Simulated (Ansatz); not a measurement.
Cubic perovskite BaHfO3 was calculated with r²SCAN+SOC in Ansatz (PAW).

Run with plane-wave cutoff 560 eV, 8×8×8 k mesh, Fermi–Dirac smearing 0.01 eV, PAW data made under PBE.

Computed points:

| V (Å³/atom) | E − E_lowest (meV/atom) | P (GPa) |
|---|---|---|
| 13.689 | 31.27 | 12.12 |
| 13.980 | 13.39 | 7.64 |
| 14.271 | 3.23 | 3.61 |
| 14.562 | 0.00 | 0.00 |
| 14.854 | 3.00 | -3.25 |
| 15.145 | 11.60 | -6.16 |
| 15.436 | 25.23 | -8.78 |

Question: Estimate the bulk modulus and its pressure derivative from these points.

Answer: V0 = 14.563 Å³/atom, B0 = 171 GPa, B′ = 4.3 (fit to the energies at full precision).

Measured, for comparison: equilibrium volume per atom 14.51 Å³/atom (room temperature, not corrected to a static lattice; as tabulated in Zhao et al. (2008), arXiv:0809.3506). Computed (rounded) less measured: equilibrium volume per atom +0.3 %.

The computed numbers hold no vibrational or temperature effects.

Ansatz is a quantum-chemistry and plane-wave program.
